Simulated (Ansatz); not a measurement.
Start from PbTe in the rock salt structure (space group Fm-3m, No. 225; a = 6.569 Å). Axes: x, y, z lie along the cube axes.

Level of theory: PBE (Ansatz, a first-principles code), no spin-orbit coupling.

Perturbation: an isotropic linear strain of −1.50 %, atoms relaxed at fixed cell.

Task: Predict the stress tensor and what it implies for the stiffness.

Result: Stress of the strained cell less that of the base (GPa, compression positive):
```
   1.93    0.00    0.00
   0.00    1.93    0.00
   0.00    0.00    1.93
```

Then B = −ΔP/(ΔV/V₀) with ΔV/V₀ = -0.0443 gives secant stiffness values (nonlinear terms included at this strain): B ≈ 44 GPa.

As a check, the harmonic strain energy −½ V₀ Δσ:ε is 9.6 meV/atom; the computed energy rise is 9.0 meV/atom.

No phonon test of stability was made.
